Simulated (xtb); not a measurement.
xtb 6.7.1, GFN2-xTB: Ti(Cl)(OH)2(OSiH3) ([OH][Ti]([OH])([Cl])[O][SiH3]), 11 atoms. The geometry is a generated start, not checked to be a minimum at this level.

```yaml
run_flags: --grad
method: GFN2-xTB
"--acc": 1 (default)
"--etemp (K)": 300 (default)
basis_functions: 47
valence_electrons: 38
```

```xyz
11

Ti     0.3389     0.3090     1.0459
Cl     2.4060     0.8684     0.9423
O      0.1191    -0.5534     2.4857
H     -0.1478    -0.9555     3.3142
O     -0.5367     1.7328     0.7894
H     -1.2084     2.3985     0.6232
O      0.1651    -0.7539    -0.3201
Si    -0.2023    -0.7580    -1.8877
H     -1.5705    -1.2938    -2.0237
H      0.7783    -1.6235    -2.5578
H     -0.1416     0.6293    -2.4114
```

Charge 0 and multiplicity 1 are set for this test and not shown to be the ground state.

One run each on 1 thread. Values of broydamp tried: 0.02, 0.05, 0.1, 0.2, 0.4 (default), 0.6, 0.8, 1.

Which value of broydamp needs the fewest SCC iterations, and what happens away from it?

Fewest SCC iterations, within one of each other: 0.4 (default) with 14, 0.6 with 14, 0.8 with 14, 1 with 15. The count rises to 25 at 0.02. All converge to one solution.

```tsv
broydamp	SCC iterations	end
0.02	25	same solution
0.05	22	same solution
0.1	20	same solution
0.2	18	same solution
0.4 (default)	14	same solution
0.6	14	same solution
0.8	14	same solution
1	15	same solution
```
